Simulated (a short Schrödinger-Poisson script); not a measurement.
Structure: gated Al0.4Ga0.6N/GaN polarisation-induced gas, at 20 K.

| layer | material | thickness (nm) | Na (cm⁻³) |
|---|---|---|---|
| 1 | Al0.4Ga0.6N | 30 | - |
| 2 | GaN | 6000 | 1e15 |

The device is made up for the run: typed textbook-type constants, with dimensions and the other settings drawn at random. Al0.4Ga0.6N: permittivity 9.26, conduction-band edge (eV) 0.58, gap (eV) 4.258, electron mass (mₑ) 0.248, Nv at 300 K (cm⁻³) 4.6e19. GaN: permittivity 9.5, conduction-band edge (eV) 0, gap (eV) 3.43, Nv at 300 K (cm⁻³) 4.6e19.

Channel valleys (confinement mass, in-plane density-of-states mass, number): Γ 0.2, 0.2, 1. At the gate the conduction-band edge of layer 1 lies 1.36 eV − eVg above the Fermi level of the channel; the field vanishes at the back. Sheet of polarisation charge: +2e13 e/cm² at 30 nm from the gate. The barrier under the gate holds no holes. Gaps are held at their typed values at every temperature. Mesh 0.08 nm at interfaces.

Solved with a short Schrödinger-Poisson script written for these runs: 1D Poisson equation in equilibrium, electrons quantum, Hartree (BenDaniel-Duke, 40 states a valley, the channel's in-plane mass for all, wave functions free to enter the barrier), parabolic valleys, classical holes, full ionisation, no traps, pinning or gate leakage.

Problem. List the lowest subbands of each valley and their electrons at Vg = 0.5 V.

Solution. 
| valley | subband | energy from the Fermi level (meV) | electrons (cm⁻²) | share (%) |
|---|---|---|---|---|
| Γ | 0 | -193.0 | 1.61e13 | 87.5 |
| Γ | 1 | -27.6 | 2.31e12 | 12.5 |
| Γ | 2 | 12.3 | 1.11e8 | 0.0 |

All electrons: 1.84e13 cm⁻².
